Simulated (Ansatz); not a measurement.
**GeSe (model structure, started from the NiAs type, P6₃/mmc, No. 194, 4 atoms in the cell): properties by level of theory**

```json
[
 {"level (code)": "LDA (Ansatz)", "lattice parameter a (Å)": "(withheld)", "c axis length (Å)": "(withheld)", "cohesive energy (eV/atom)": "4.21"},
 {"level (code)": "PBE (Ansatz)", "lattice parameter a (Å)": "(withheld)", "c axis length (Å)": "6.940", "cohesive energy (eV/atom)": "3.32"},
 {"level (code)": "PBEsol (Ansatz)", "lattice parameter a (Å)": "(withheld)", "c axis length (Å)": "6.878", "cohesive energy (eV/atom)": "3.75"},
 {"level (code)": "PBE-D3(BJ) (Ansatz)", "lattice parameter a (Å)": "3.857", "c axis length (Å)": "(withheld)", "cohesive energy (eV/atom)": "(withheld)"}
]
```

Some entries are withheld; supply them.


- LDA (Ansatz, a program for electronic structure), lattice parameter a (Å): 3.803
- LDA (Ansatz), c axis length (Å): 6.837
- PBE (Ansatz), lattice parameter a (Å): 3.935
- PBEsol (Ansatz), lattice parameter a (Å): 3.840
- PBE-D3(BJ) (Ansatz), c axis length (Å): 6.912
- PBE-D3(BJ) (Ansatz), cohesive energy (eV/atom): 3.66

Caveats: a distance lies near a switch of the dispersion term, which can move the cell (PBE-D3(BJ)). Ansatz's density-functional and Hartree–Fock values are scalar-relativistic unless marked +SOC, with PAW data made under PBE.

Free atoms are spin-polarised, in the lowest state found; at levels without +SOC their spin–orbit coupling is left out.

Computed values are for the static lattice.

A model structure was made by putting elements into a prototype or built by hand; it is no filed structure, need not be a known phase, and can be a saddle point held by its symmetry.
